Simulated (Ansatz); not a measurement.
# LiNbO3: biaxial strain −2.25 %, plane normal [001], relaxed out of plane

The reference is LiNbO₃ (space group R3c, No. 161).

```xyz
10
Lattice="2.5337 1.4629 4.5624 -2.5337 1.4629 4.5624 0.0000 -2.9257 4.5624" Properties=species:S:1:pos:R:3 pbc="T T T"
Li     0.0000     0.0000     3.8481
Li     0.0000     0.0000    10.6917
Nb     0.0000     0.0000    13.6533
Nb     0.0000     0.0000     6.8097
O     -0.6593    -1.4089     5.4222
O      1.5498     0.1335     5.4222
O     -0.8905     1.2754     5.4222
O     -1.6432    -0.1874     7.7034
O      0.6593     1.5168     7.7034
O      0.9839    -1.3293     7.7034
```

Cartesian axes are those of the cell as printed.

One thing is altered: compressive biaxial strain of 2.25 % in the plane normal to [001], as in epitaxy on a mismatched substrate; the out-of-plane cell vector and the atoms relax.

All numbers come from LDA, PAW, 420 eV (Ansatz, a quantum-chemistry and plane-wave program; no spin-orbit coupling). Settings: 8×8×8 k-points, 0.05 eV Fermi–Dirac smearing.

- Volume per atom: 9.84 Å³ (base 10.15 Å³)
- Space group: R3c (No. 161) (base R3c (No. 161))
- Energy relative to the base (free energy F): +8.0 meV/atom
- Pressure (mean of the normal stresses, compression positive): 38.5 kbar (base 0.0 kbar)
- Band gap: 3.51 eV (an upper bound: an edge found on the path is not a true extremum; both cells) (base 3.50 eV)
- Out-of-plane strain: +1.48 %
- Ratio −ε⊥/ε∥: 0.66
- Mean in-plane stress (compression positive): +5.8 GPa

Final structure (turned so that z lies along the plane normal):

```yaml
crystal:
  lattice:
    - [4.95345, 0.00000, 0.00000]
    - [2.47672, 4.28981, 0.00000]
    - [2.47672, -1.42994, 4.62984]
  atoms:
    - { symbol: Li, position: [0.43220, 0.28390, 0.85170] }
    - { symbol: Li, position: [0.43220, 0.78390, 0.35170] }
    - { symbol: Nb, position: [0.00620, 0.99690, 0.99070] }
    - { symbol: Nb, position: [0.00620, 0.49690, 0.49070] }
    - { symbol: O, position: [0.91151, 0.37377, 0.18630] }
    - { symbol: O, position: [0.52842, 0.09781, 0.18630] }
    - { symbol: O, position: [0.18747, 0.71472, 0.18630] }
    - { symbol: O, position: [0.52842, 0.87377, 0.68630] }
    - { symbol: O, position: [0.18747, 0.59781, 0.68630] }
    - { symbol: O, position: [0.91151, 0.21472, 0.68630] }
```

No phonon test of stability was made.
